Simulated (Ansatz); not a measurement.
## SnTe under a change: Te interstitial (started 2.27 Å from the nearest host atom), symmetric start

Start from a 24-atom supercell of SnTe in the rock salt structure (space group Fm-3m, No. 225; a = 6.409 Å) at its relaxed geometry.

The change: a neutral Te interstitial (started 2.27 Å from the nearest host atom), symmetric start, atoms relaxed at fixed cell.

Level of theory: PBE (Ansatz, a quantum-chemistry and plane-wave program, PAW, no spin-orbit coupling), earlier PAW set. Settings: 5×3×5 k-points, 0.05 eV Fermi–Dirac smearing.

```csv
quantity,base,changed,shift
gap of the supercell,0.05 eV,zero,–
largest displacement of a host atom from its site in the perfect cell,–,0.61 Å,–
final site of the added atom,–,2 Sn at 2.88 Å and 2 Te at 2.88 Å (square planar),–
```

The cell is small, so the values are those of an ordered compound at a high defect concentration; dilute-limit values will differ. The defect started on the symmetric site and kept its symmetry, so it may sit on a saddle. With Te present, leaving out spin-orbit coupling can change the band edges. All final runs are without spin polarisation. The defect cell is not spin-polarised. A zero or small gap of SnTe can be the functional's error rather than a property of the material.
